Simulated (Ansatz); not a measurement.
Base system: BN in the wurtzite structure (space group P6_3mc, No. 186; a = 2.541 Å, c = 4.203 Å).

All numbers come from PBEsol in Ansatz (plane waves to 420 eV, PAW, without spin-orbit coupling).

Before the change:

| Property | Value |
|---|---|
| Density | 3.51 g/cm³ |
| Valence-band top at Γ | 0.00, 0.00, -0.28 eV |

Perturbation: a hydrostatic pressure of 9 GPa.

Question: Predict the new density.

Answer: The density grows by 0.08 g/cm³ to 3.59 g/cm³.

Question: Predict the new valence-band top at Γ.

Answer: The valence-band top at Γ (three highest levels, from the VBM) changes from 0.00, 0.00, -0.28 eV to 0.00, 0.00, -0.30 eV.

Question: Estimate the effect on the mean gap deformation potential ΔEg/Δln V.

Answer: The mean gap deformation potential ΔEg/Δln V comes out as +2.3 eV.

Load acts through the strain it causes; cell and atoms are relaxed under it. Stability against distortions was not tested. No other phases were tried under pressure.

Ansatz is a program for electronic structure.
